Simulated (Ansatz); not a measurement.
Take BP in the zinc blende structure (space group F-43m, No. 216; a = 4.5366 Å) as the base.

Level of theory: Kohn–Sham DFT with the r2SCAN functional, run in Ansatz (an electronic-structure program) with PAW and 500 eV plane waves, no spin-orbit coupling.

One change was made to it. Results:

The band gap drops by 0.35 eV, from 1.41 eV to 1.06 eV; the lattice parameter a drops by 0.297 Å to 4.240 Å.

Question: Which of these changes matches the shifts?
A. pressure 15 GPa
B. pressure 3 GPa
C. pressure 50 GPa

Answer: C, pressure 50 GPa. For comparison, the band gap in the other runs: pressure 3 GPa gives 1.39 eV; pressure 15 GPa gives 1.30 eV.

Load acts through the strain it causes; cell and atoms are relaxed under it. Stability against distortions was not tested. No other phases were tried under pressure.
